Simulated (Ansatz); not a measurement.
Consider a periodic stack without vacuum, fcc Pd (0 0 1) on zinc-blende GaAs (0 0 1) (film strained to the substrate, faces as cut): substrate slab As5Ga6, film Pd12, surface cells [[1, 0], [1, 1]] and [[0, -1], [2, 1]], film strained by +3.0 and +3.0 %, faces Ga/Ga and Pd/Pd as cut (like faces can put a slab off its formula). Its start:

```
Ga6Pd12As5
1.0
    4.06279     0.00000    -0.08249
    0.00000     4.06279    -0.02231
   -1.97817     0.17259    26.93157
As Ga Pd
5 6 12
Direct
  0.84331   0.48960   0.07638
  0.08122   0.48065   0.29019
  0.46300   0.98531   0.18341
  0.18979   0.50183   0.50786
  0.63386   0.99018   0.39759
  0.92941   0.98873   0.12892
  0.30683   0.50102   0.02097
  0.09286   0.98218   0.34438
  0.54685   0.48528   0.23626
  0.01339   0.00251   0.55749
  0.65424   0.48787   0.45227
  0.60088   0.50559   0.68416
  0.09865   0.00538   0.68428
  0.06090   0.50371   0.61167
  0.55630   0.00527   0.61281
  0.68473   0.50429   0.82462
  0.18295   0.00491   0.82489
  0.14127   0.50509   0.75453
  0.64091   0.00566   0.75439
  0.77420   0.50132   0.96710
  0.27248   0.00148   0.96584
  0.22735   0.50331   0.89474
  0.72783   0.00301   0.89490
```

The start was prepared with a machine-learned potential, and the result is one local minimum, with the in-plane cell held and forces under 0.04 eV/Å; the film can end far from its bulk form.

Calculation: PBE (plane waves to 420 eV, PAW; Ansatz, a first-principles code). No spin–orbit coupling; the runs are not spin-polarised; PBE gaps are too small against experiment. Its k-point mesh 8×8×1, Fermi–Dirac width 0.05 eV.

Question: Predict the relaxed interface.

Answer: 
```
Property                                                                                                                                                                              Result
--------------------------------------------------------------------------------  ----------------------------------------------------------------------------------------------------------
interface area                                                                                                                                                                       16.5 Å²
period                                                                                                                                                                               26.97 Å
gaps between the outermost planes at the two interfaces                                                                                                                      1.49 and 1.50 Å
Ga–Pd contacts across the interfaces within 1.22 times the sum of covalent radii                                                                                              8, mean 2.53 Å
As–Pd contacts across the interfaces within 1.22 times the sum of covalent radii                                                                                              2, mean 2.97 Å
estimate of the barrier                                                           withheld, since the Fermi level falls at or inside a band of the host, which a slab this thin can't settle
```
